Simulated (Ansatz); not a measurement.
Data:

```
CELL_PARAMETERS angstrom
      4.05876     0.00000     0.00000
      2.02938     3.51499     0.00000
      2.02938    -1.17166     3.44575
ATOMIC_POSITIONS crystal
  Cu 0.99379 0.00311 0.00932
  I  0.50621 0.24689 0.74068
```

No spin polarisation.

Computed with LDA/PAW in Ansatz (a quantum-chemistry and plane-wave program), spin-orbit coupling left out. Γ-centred 10×10×10 mesh, Fermi–Dirac width 0.05 eV.

Problem. Estimate the gap character.

Solution. Direct at Γ.

Problem. What valence-band top at Γ (three highest levels, from the VBM) does the calculation give?

Solution. 0.00, 0.00, -0.10 eV.

Problem. What mean in-plane stress (compression positive) does the calculation give?

Solution. +2.1 GPa.

Problem. Estimate the electron mass.

Solution. 0.12 mₑ out of plane, 0.15 mₑ in plane (at Γ).

With I present, leaving out spin-orbit coupling can change the band edges. The cells carry an imposed strain or load. Masses are band curvatures over ±0.01 Å⁻¹ around the edge. Stability against distortions was not tested. The final runs are not spin-polarised. The cell was made from CuI in the zinc blende structure (space group F-43m, No. 216) by this change: biaxial strain −2.08 %, plane normal [111], relaxed out of plane.
